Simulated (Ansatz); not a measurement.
# A computed series for BaTiO3: response to strain

The parent structure is BaTiO3 in the cubic perovskite structure (space group Pm-3m, No. 221).

```xyz
5
Lattice="3.9346 0.0000 0.0000 0.0000 3.9346 0.0000 0.0000 0.0000 3.9346" Properties=species:S:1:pos:R:3 pbc="T T T"
Ba     0.0000     0.0000     0.0000
Ti     1.9673     1.9673     1.9673
O      1.9673     0.0000     1.9673
O      0.0000     1.9673     1.9673
O      1.9673     1.9673     0.0000
```

Cartesian axes are those of the cell as printed.

Strains are applied to the cell and any free atomic positions relax; under biaxial strain the out-of-plane vector relaxes too.

Level of theory: Ansatz (a quantum-chemistry and plane-wave program) LDA, no spin-orbit coupling.

Notes on the quantities. pressure: mean of the normal stresses, compression positive.

| case | smallest direct gap | band gap | volume per atom | pressure |
|---|---|---|---|---|
| base | 1.87 eV | 1.83 eV | 12.18 Å³ | -0.01 GPa |
| biaxial strain +0.60 %, plane normal [001], relaxed out of plane | 1.84 eV | 1.79 eV | 12.28 Å³ | -1.50 GPa |
| biaxial strain +1.20 %, plane normal [001], relaxed out of plane | 1.82 eV | 1.75 eV | 12.38 Å³ | -2.91 GPa |
| biaxial strain +1.80 %, plane normal [001], relaxed out of plane | 1.79 eV | 1.71 eV | 12.48 Å³ | -4.22 GPa |
| biaxial strain +2.40 %, plane normal [001], relaxed out of plane | 1.76 eV | 1.67 eV | 12.58 Å³ | -5.46 GPa |

Whether these cells are dynamically stable was not tested. The final runs are not spin-polarised. Many cubic perovskites are stable only at high temperature; tilts and polar distortions were not tested. This is not the structure that BaTiO3 has at room temperature and ambient pressure.
